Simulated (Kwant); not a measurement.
System: In0.53Ga0.47As/In0.52Al0.48As stack with 2 barriers. One parabolic valley. Leads of mass 0.041 mₑ with the band edge at 0; grid 0.1 nm; bias swept from 0.0208 to 0.43967 V, dropping linearly over the stack. Emitter Fermi level 0.052 eV, 77 K, equal in the collector.

```csv
layer,thickness (nm),band offset (eV),mass (mₑ)
1,1.4,0.52,0.075
2,8.3,0,0.041
3,1.8,0.52,0.075
```

The device is made up for the run: typed textbook-type constants, with dimensions and the other settings drawn at random.

Computed with Kwant: one-band effective-mass tight-binding model in one dimension, coherent, no space charge, current by the Tsu-Esaki formula.

Sweep values stay those of the base run.

The temperature was swept, all else fixed.

```csv
temperature (K),J (A/cm²) at bias = 0.4397 V,J (A/cm²) at bias = 0.2302 V,peak-to-valley ratio,J (A/cm²) at bias = 0.3350 V
4,56800,5190,27,9270
77,?,?,?,?
150,141000,8160,18,22500
300,303000,30900,7.5,101000
```

**Question.** What belongs in the gaps?

**Answer.** 
- 77, J (A/cm²) at bias = 0.4397 V: 82900
- 77, J (A/cm²) at bias = 0.2302 V: 5860
- 77, peak-to-valley ratio: 24
- 77, J (A/cm²) at bias = 0.3350 V: 11500
